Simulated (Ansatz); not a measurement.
## Band gap of Ba2Ti2N3F3 (model structure, P-4m2, No. 115, 10 atoms in the cell) at several levels of theory

No measured value is used here.

```json
[
 {"level (code)": "LDA (Ansatz)", "value (eV)": "1.33"},
 {"level (code)": "PBE+SOC (Ansatz)", "value (eV)": "1.39"},
 {"level (code)": "PBEsol+SOC (Ansatz)", "value (eV)": "1.36"},
 {"level (code)": "r²SCAN+SOC (Ansatz)", "value (eV)": "1.61 (indirect)"},
 {"level (code)": "HSE06 (Ansatz)", "value (eV)": "2.38"}
]
```

Computed values are for a static lattice. Levels without +SOC have no spin–orbit coupling; where heavier elements are present it shifts gaps, mostly down, and can invert bands.  Values are at the PBEsol cell. Cutoffs and k meshes differ between the levels. Ansatz's density-functional and Hartree–Fock values are scalar-relativistic unless marked +SOC, with PAW data made under PBE.

A model structure was made by putting elements into a prototype or built by hand; it is no filed structure, need not be a known phase, and can be a saddle point held by its symmetry.

Ansatz is a program for electronic structure.
